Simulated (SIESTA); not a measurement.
## SIESTA run on CuNiPd (P3m1, 3 atoms in the cell): self-consistent single point

Method: GGA PBEsol, numerical atomic orbitals DZP, PseudoDojo PBEsol standard norm-conserving potentials (rewritten from UPF to PSML) (SIESTA).

Input:

```
# files in the folder: Cu.psml Ni.psml Pd.psml (PseudoDojo PBEsol standard)
SystemName  CuNiPd
SystemLabel CuNiPd

NumberOfAtoms                3
NumberOfSpecies              3
%block ChemicalSpeciesLabel
  1 29 Cu
  2 28 Ni
  3 46 Pd
%endblock ChemicalSpeciesLabel
LatticeConstant              1.0 Ang
%block LatticeVectors
     2.697216000    0.000000000    0.000000000
    -1.348608000    2.335858000    0.000000000
     0.000000000    0.000000000    6.443665000
%endblock LatticeVectors
AtomicCoordinatesFormat      ScaledCartesian
%block AtomicCoordinatesAndAtomicSpecies
     0.000000000    0.000000000    0.082027855  1
     1.348609349    0.778618555    2.076599920  2
    -0.000001349    1.557239445    4.284972788  3
%endblock AtomicCoordinatesAndAtomicSpecies

XC.functional                GGA
XC.authors                   PBEsol
PAO.BasisSize                DZP
PAO.EnergyShift              0.01 Ry
MeshCutoff                   300 Ry
%block kgrid.MonkhorstPack
   12   0   0  0.0
    0  12   0  0.0
    0   0   4  0.0
%endblock kgrid.MonkhorstPack
OccupationFunction           MP
OccupationMPOrder            1
ElectronicTemperature        272.0 meV
Spin                         polarized
%block DM.InitSpin
  1 +0.00
  2 +2.00
  3 +0.00
%endblock DM.InitSpin

MaxSCFIterations             150
SCF.Mixer.Method             Broyden
SCF.Mixer.Weight             0.1
SCF.Mixer.History            6
SCF.DM.Tolerance             1.0E-04
Diag.ParallelOverK           true
WriteForces                  true
Charge.Mulliken              end
```

Output (repeated stretches shortened):

```
reinit: Reading from file input.fdf

reinit: System Name: CuNiPd
reinit: System Label: CuNiPd

NOTE on units for spin output:
{S} is the spin magnetic moment, in units of the Bohr magneton,
assuming a g-factor for the electron spin of exactly 2.
The spin magnetic moment is then numerically equal to the charge inbalance,
in units of electrons, between the spin-up and -down channels.

coor:   Atomic-coordinates input format  =     Cartesian coordinates
coor:                                          (in units of alat)

siesta: Atomic coordinates (Bohr) and species
siesta:      0.00000   0.00000   0.15501  1        1
siesta:      2.54850   1.47138   3.92421  2        2
siesta:     -0.00000   2.94276   8.09743  3        3

siesta: System type = bulk

initatomlists: Number of atoms, orbitals, and projectors:      3    57    54

siesta: ******************** Simulation parameters ****************************
redata: Spin configuration                          = collinear
redata: Time-Reversal Symmetry                      = T
redata: Number of Atomic Species                    =        3
redata: Mesh Cutoff                                 =   300.0000 Ry
redata: Net charge of the system                    =     0.0000 |e|
redata: Min. number of SCF Iter                     =        0
redata: Max. number of SCF Iter                     =      150
redata: SCF convergence failure will abort job
redata: SCF mix quantity                            = Hamiltonian
redata: Mix DM or H after convergence               =   F
redata: Recompute H after scf cycle                 =   F
redata: Mix DM in first SCF step                    =   T
redata: No kicks to SCF
redata: DM Mixing Weight for Kicks                  =     0.5000
redata: Require Harris convergence for SCF          =   F
redata: Harris energy tolerance for SCF             =     0.000100 eV
redata: Require DM convergence for SCF              =   T
   [... lines left out ...]
diag: Used triangular part                          = Lower
diag: Absolute tolerance                            =  0.100E-15
diag: Orthogonalization factor                      =  0.100E-05
diag: Memory factor                                 =  1.0000

superc: Internal auxiliary supercell:     9 x     9 x     3  =     243
superc: Number of atoms, orbitals, and projectors:    729  13851  13122

                        Single-point calculation

superc: Internal auxiliary supercell:     9 x     9 x     3  =     243
superc: Number of atoms, orbitals, and projectors:    729  13851  13122

outcell: Unit cell vectors (Ang):
        2.697216    0.000000    0.000000
       -1.348608    2.335858    0.000000
        0.000000    0.000000    6.443665

outcell: Cell vector modules (Ang)   :    2.697216    2.697216    6.443665
outcell: Cell angles (23,13,12) (deg):     90.0000     90.0000    120.0000
outcell: Cell volume (Ang**3)        :     40.5971
new_DM -- step:     1
Initializing Density Matrix...

Attempting to read DM from file... Failed...
DM filled with atomic data (user-defined):

InitMesh: MESH = 30 x 30 x 72 = 64800
InitMesh: Mesh cutoff (required, used) =   300.000   345.065 Ry

stepf: Methfessel-Paxton step function
       Using Hermite-Gauss polynomials of order  1
        iscf     Eharris(eV)        E_KS(eV)     FreeEng(eV)     dDmax    Ef(eV) dHmax(eV)
   scf:    1   -12564.870781   -13115.723979   -13115.734146  1.713417  1.793882122.508602
     spin moment: {S} , |S| = {        0.0        0.0    0.21156 }     0.21156
   scf:    2   -12950.689528   -13278.231398   -13278.245365  0.948935  0.062037 74.274401
     spin moment: {S} , |S| = {        0.0        0.0    2.39810 }     2.39810
   scf:    3   -13306.842148   -13358.942287   -13358.946166  0.674434 -2.060897 30.469943
     spin moment: {S} , |S| = {        0.0        0.0    0.72393 }     0.72393
   scf:    4   -13344.665371   -13370.520978   -13370.534266  0.364150 -2.153613 26.289557
     spin moment: {S} , |S| = {        0.0        0.0    1.69735 }     1.69735
   scf:    5   -13316.520481   -13367.616231   -13367.617077  0.359147 -3.614651 22.562209
     spin moment: {S} , |S| = {        0.0        0.0    0.48869 }     0.48869
   scf:    6   -13385.537077   -13379.069316   -13379.074849  0.067385 -3.723599 13.543103
   [... lines left out ...]
   scf:   20   -13383.270708   -13383.270611   -13383.284341  0.000466 -3.760656  0.002944
     spin moment: {S} , |S| = {        0.0        0.0    0.71272 }     0.71272
   scf:   21   -13383.270734   -13383.270672   -13383.284343  0.000379 -3.760956  0.002073
     spin moment: {S} , |S| = {        0.0        0.0    0.71246 }     0.71246
   scf:   22   -13383.270709   -13383.270691   -13383.284344  0.000132 -3.761041  0.001810
     spin moment: {S} , |S| = {        0.0        0.0    0.71238 }     0.71238
   scf:   23   -13383.270720   -13383.270705   -13383.284344  0.000109 -3.761081  0.001241
     spin moment: {S} , |S| = {        0.0        0.0    0.71233 }     0.71233
   scf:   24   -13383.270720   -13383.270713   -13383.284344  0.000072 -3.761102  0.001041
     spin moment: {S} , |S| = {        0.0        0.0    0.71230 }     0.71230
   scf:   25   -13383.270731   -13383.270722   -13383.284344  0.000076 -3.761135  0.000939
     spin moment: {S} , |S| = {        0.0        0.0    0.71226 }     0.71226
SCF Convergence by DM+H criterion
max |DM_out - DM_in|         :     0.0000755799
max |H_out - H_in|      (eV) :     0.0009393226
SCF cycle converged after 25 iterations

Using DM_out to compute the final energy and forces

siesta: E_KS(eV) =           -13383.2707

siesta: E_KS - E_eggbox =    -13383.2707

siesta: Atomic forces (eV/Ang):
     1   -0.000002    0.000001   -0.329060
     2   -0.000001    0.000001    0.345138
     3   -0.000003    0.000002   -0.016919
   Tot   -0.000007    0.000004   -0.000841
   Max    0.345138
   Res    0.159055    sqrt( Sum f_i^2 / 3N )
   Max    0.345138    constrained

Stress tensor Voigt[x,y,z,yz,xz,xy] (kbar):      163.70      163.94      166.38        0.00       -0.00        0.21
(Free)E + p*V (eV/cell)   -13387.4570
Target enthalpy (eV/cell)   -13383.2843

siesta: Program's energy decomposition (eV):
siesta: Ebs     =     -1971.823676
siesta: Eions   =     17064.057054
siesta: Ena     =      1221.851027
siesta: Ekin    =      5747.158323
siesta: Enl     =     -1608.133327
siesta: Eso     =         0.000000
siesta: Edftu   =         0.000000
siesta: DEna    =        77.751542
siesta: DUscf   =         3.377090
siesta: DUext   =         0.000000
siesta: Ex      =     -1659.039953
siesta: Ec      =      -102.178370
siesta: Exc     =     -1761.218323
siesta: Eharris =    -13383.270731
siesta: Etot    =    -13383.270722
siesta: FreeEng =    -13383.284344

siesta: Atomic forces (eV/Ang):
siesta:      1   -0.000002    0.000001   -0.329060
siesta:      2   -0.000001    0.000001    0.345138
siesta:      3   -0.000003    0.000002   -0.016919
siesta: ----------------------------------------
siesta:    Tot   -0.000007    0.000004   -0.000841

siesta: Stress tensor (static) (eV/Ang**3):
siesta:     0.102175    0.000130   -0.000002
siesta:     0.000130    0.102324    0.000001
siesta:    -0.000002    0.000001    0.103847

siesta: Cell volume =         40.597110 Ang**3

siesta: Pressure (static):
siesta:                Solid            Molecule  Units
siesta:          -0.00111944         -0.00117480  Ry/Bohr**3
siesta:          -0.10278211         -0.10786483  eV/Ang**3
   [... lines left out ...]
siesta:        -164.67510197       -172.81851155  kBar
   [... lines left out ...]
               4px     3dxy    3dyz    3dz2    3dxz    3dx2-y2 3dxy    3dyz
               3dz2    3dxz    3dx2-y2
   1  9.559   0.997   0.617  -0.228   1.007   1.005   1.007   0.127   0.188
              0.127   0.856   0.870   0.869   0.870   0.856   0.090   0.067

              0.078   0.067   0.090

Species: Ni
Atom  Qatom  Qorb
               3s      4s      4s      3py     3pz     3px     4py     4pz
               4px     3dxy    3dyz    3dz2    3dxz    3dx2-y2 3dxy    3dyz
               3dz2    3dxz    3dx2-y2
   2  8.558   0.995   0.524  -0.189   1.007   1.007   1.007   0.122   0.112
              0.122   0.798   0.855   0.825   0.855   0.798  -0.053  -0.056

             -0.062  -0.056  -0.053

Species: Pd
Atom  Qatom  Qorb
               4s      5s      5s      4py     4pz     4px     5py     5pz
               5px     4dxy    4dyz    4dz2    4dxz    4dx2-y2 4dxy    4dyz
               4dz2    4dxz    4dx2-y2
   3  9.026   0.951   0.340   0.003   0.986   0.995   0.986   0.126   0.138
              0.126   0.782   0.776   0.768   0.776   0.782   0.081   0.120

              0.088   0.120   0.081

mulliken: Qtot =       27.144

Mulliken Atomic Populations:
Atom #   charge [q] valence [e]      Sz [e]  Species
     1    -0.104886   19.104886   -0.013566  Cu
     2     0.225881   17.774119    0.657127  Ni
     3    -0.120994   18.120994    0.068702  Pd
 Total    -0.000000                0.712263
```

The run converged in 25 iterations.

The starting cell comes from a database of computed structures (which also holds hypothetical and non-ambient phases and stackings), without a prior relaxation at this level. Its lattice was rescaled by a random factor within 2.5 % of one. With one magnetic atom in the cell only a parallel order is possible. Values carry the incompleteness of an atom-centred basis. With a pressure of about -16 GPa the cell is away from its equilibrium volume at this level.

Cost on one core of a shared machine: roughly 2 min.
